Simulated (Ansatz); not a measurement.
Ansatz (a quantum-chemistry and plane-wave program), DFT, LDA, plane waves, its default PAW files: Sr2TaGaO6, atoms displaced (from the phase in space group 87, mp-12427) (O6GaSr2Ta), 10 atoms. Basis and mesh were picked for this test and aren't claimed converged.

```yaml
cell: 5.59, 5.59, 5.59 Å; 120.3, 120.3, 89.5°
distance_to_the_nearest_atom: 1.89 to 2.60 Å
task: single point
k mesh: 6×6×6
hamiltonian.xc: lda
kind_of_files: paw
scf.occupations.method: fermi_dirac
scf.occupations.width: 0.05 eV
output.forces: true
binding of workers (--pin): off
k-point pools (--kpoint-pools): 1
memory maximum (--max-ram): 8GiB
accuracy: medium (default)
basis.precision: auto (default)
basis.xc_grid: 1 (default)
scf.mixing.algorithm: auto (default)
scf.mixing.preconditioner: auto (default)
scf.convergence.dr2_threshold: 1.23271e-07 (default)
scf.lower_state_search: light (default)
k-points after symmetry: 112
bands_at_the_start: 51
electrons: 82
plane waves at Γ: 2421
cutoff (eV): 420
FFT grid: 40×40×40
symmetry_operations: 1
```

One run each.

All on 4 threads. Base settings, kept where nothing else is said: scf.eigensolver.kind = auto (default), scf.eigensolver.mixed_precision = false (default), scf.eigensolver.cushion = auto (default), scf.eigensolver.full_accuracy = false (default), scf.algorithm = auto (default) (scf.eigensolver.max_subspace_factor, scf.eigensolver.real_solve not set). The settings tried:
- scf.eigensolver.kind = davidson, scf.eigensolver.cushion = true
- scf.eigensolver.kind = davidson, scf.eigensolver.max_subspace_factor = 2
- scf.eigensolver.kind = davidson, scf.eigensolver.mixed_precision = true
- the base settings
- scf.algorithm = density_mixing
- scf.eigensolver.mixed_precision = true
- scf.eigensolver.kind = davidson, scf.eigensolver.max_subspace_factor = 6
- scf.algorithm = direct_min
- scf.eigensolver.kind = davidson
- scf.eigensolver.real_solve = false
- scf.eigensolver.full_accuracy = true

**Question.** Name the extremes by applications of H to a band: fewest, most, and any that don't converge.

**Answer.** Fewest applications of H to a band, with those close behind: scf.eigensolver.real_solve = false (123967); the base settings (124019); scf.algorithm = density_mixing (124019). Most among those that reach the base run's result: scf.algorithm = direct_min (351681). All converged.

```tsv
setting	applications of H to a band	SCF iterations (all cycles of the run, searches included)	end
scf.eigensolver.real_solve = false	123967	9	converged
the base settings	124019	9	converged
scf.algorithm = density_mixing	124019	9	converged
scf.eigensolver.kind = davidson, scf.eigensolver.max_subspace_factor = 6	144925	8	converged
scf.eigensolver.kind = davidson	147538	8	converged
scf.eigensolver.kind = davidson, scf.eigensolver.mixed_precision = true	148992	8	converged
scf.eigensolver.mixed_precision = true	148992	8	converged
scf.eigensolver.kind = davidson, scf.eigensolver.cushion = true	151985	8	converged
scf.eigensolver.kind = davidson, scf.eigensolver.max_subspace_factor = 2	179888	8	converged
scf.eigensolver.full_accuracy = true	278744	8	converged
scf.algorithm = direct_min	351681	8	converged
```

An iteration's cost differs between solvers, so these counts don't give the time.

Keys are those of Ansatz 0.2.
